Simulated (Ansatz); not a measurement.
Base system: BeSe in the zinc blende structure (space group F-43m, No. 216; a = 5.178 Å).

Perturbation: every lattice vector is shortened by 2.00 %, atoms relaxed at fixed cell.

The values are results of Ansatz (a first-principles code), PBE, PAW, cutoff 420 eV, no spin-orbit coupling, not measurements.

Base, band edges from the VBM (valence, conduction): X -2.58, 2.67; W -3.20, 6.13; L -1.05, 4.27; Γ 0.00, 4.22; K -2.16, 3.78; U -2.16, 3.78 eV.

### Question
Give the band edges at the high-symmetry points of the new zone, measured from its valence-band maximum.

### Answer
```json
[
 {"point": "Γ", "valence edge (eV)": "0.00", "conduction edge (eV)": "4.68"},
 {"point": "X", "valence edge (eV)": "-2.80", "conduction edge (eV)": "2.54"},
 {"point": "U", "valence edge (eV)": "-2.34", "conduction edge (eV)": "3.72"},
 {"point": "K", "valence edge (eV)": "-2.34", "conduction edge (eV)": "3.72"},
 {"point": "L", "valence edge (eV)": "-1.14", "conduction edge (eV)": "4.49"},
 {"point": "W", "valence edge (eV)": "-3.49", "conduction edge (eV)": "6.19"}
]
```

The gap is 2.54 eV, indirect, Γ → X.

The cells carry an imposed strain or load. Whether these cells are dynamically stable was not tested.
